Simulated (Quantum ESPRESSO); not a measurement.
Input and output of a self-consistent single point for HfO₂ (Pca2_1, 12 atoms in the cell) (Quantum ESPRESSO).

Method: Wu-Cohen GGA, GBRV 1.5 ultrasoft (PBE) pseudopotentials (plane waves; Quantum ESPRESSO).

```
HfO2
1.0
    5.23836     0.00000     0.00000
    0.00000     5.04716     0.00000
    0.00000     0.00000     5.05612
Hf O
4 8
Direct
  0.03000   0.26700   0.25000
  0.97000   0.73300   0.75000
  0.53000   0.73300   0.25000
  0.47000   0.26700   0.75000
  0.36100   0.06800   0.10600
  0.63900   0.93200   0.60600
  0.86100   0.93200   0.10600
  0.13900   0.06800   0.60600
  0.22900   0.53700   0.00000
  0.77100   0.46300   0.50000
  0.72900   0.46300   0.00000
  0.27100   0.53700   0.50000
```

Reference input (self-consistent single point, DFT, PBE, plane waves, GBRV 1.5 ultrasoft (PBE) pseudopotentials): ecutwfc = 40 Ry; ecutrho = 320 Ry; occupations = smearing; smearing = gaussian; degauss = 0.019992 Ry; potentials = {Hf: hf_pbe_v1.uspp.F.UPF, O: o_pbe_v1.2.uspp.F.UPF}; K_POINTS = automatic 3 3 3 0 0 0; conv_thr = 1e-10 Ry; mixing_beta = 0.4. This run's input differs from it in these lines:

```diff
@@ -18,2 +18,3 @@
    degauss = 0.019992
+   input_dft = 'wc'
 /
```

Log, with long lists cut:

```
     Self-consistent Calculation

     iteration #  1     ecut=    40.00 Ry     beta= 0.40

---- Real-time Memory Report at c_bands before calling an iterative solver
           584 MiB given to the printing process from OS
            98 MiB allocation reported by mallinfo(arena+hblkhd)
------------------

     negative rho (up, down):  4.589E-01 0.000E+00

     total energy              =    -894.84381816 Ry
     estimated scf accuracy    <       3.99155338 Ry

     iteration #  2     ecut=    40.00 Ry     beta= 0.40

---- Real-time Memory Report at c_bands before calling an iterative solver
   [... lines left out ...]
           655 MiB given to the printing process from OS
           121 MiB allocation reported by mallinfo(arena+hblkhd)
------------------

     negative rho (up, down):  4.652E-01 0.000E+00

     total energy              =    -895.02640715 Ry
     estimated scf accuracy    <       0.00000002 Ry

     iteration # 12     ecut=    40.00 Ry     beta= 0.40

---- Real-time Memory Report at c_bands before calling an iterative solver
           655 MiB given to the printing process from OS
           121 MiB allocation reported by mallinfo(arena+hblkhd)
------------------

     negative rho (up, down):  4.652E-01 0.000E+00
     End of self-consistent calculation

     the Fermi energy is    14.4096 ev

!    total energy              =    -895.02640716 Ry
     estimated scf accuracy    <          5.5E-11 Ry
     smearing contrib. (-TS)   =      -0.00000000 Ry
     internal energy E=F+TS    =    -895.02640716 Ry

     convergence has been achieved in  12 iterations

     negative rho (up, down):  4.652E-01 0.000E+00

     Forces acting on atoms (cartesian axes, Ry/au):

     atom    1 type  1   force =     0.00566730   -0.00738484   -0.00238198
     atom    2 type  1   force =    -0.00566730    0.00738484   -0.00238198
     atom    3 type  1   force =     0.00566730    0.00738484   -0.00238198
     atom    4 type  1   force =    -0.00566730   -0.00738484   -0.00238198
     atom    5 type  2   force =     0.00579380   -0.00275859   -0.00064865
   [... lines left out ...]
     Total force =     0.024948     Total SCF correction =     0.000008
   [... lines left out ...]

     negative rho (up, down):  4.652E-01 0.000E+00
          total   stress  (Ry/bohr**3)                   (kbar)     P=      -29.53
  -0.00016643   0.00000000   0.00000000          -24.48        0.00        0.00
   0.00000000  -0.00025432   0.00000000            0.00      -37.41        0.00
   0.00000000   0.00000000  -0.00018158            0.00        0.00      -26.71

   JOB DONE.
```

The run converged in 12 iterations. Against the reference run the pressure goes from 3.79 to -2.95 GPa, the largest force moves little (0.252 to 0.247 eV/Å) and the gap on the mesh goes from 4.473 to 4.365 eV.

The starting cell was generated: these elements placed on a structure prototype, without a prior relaxation; it need not be a known phase or ordering of this composition. Its lattice was rescaled by a random factor within 2.5 % of one. Spin-orbit coupling is off.

Cost on one core of a shared machine: roughly 60 s.
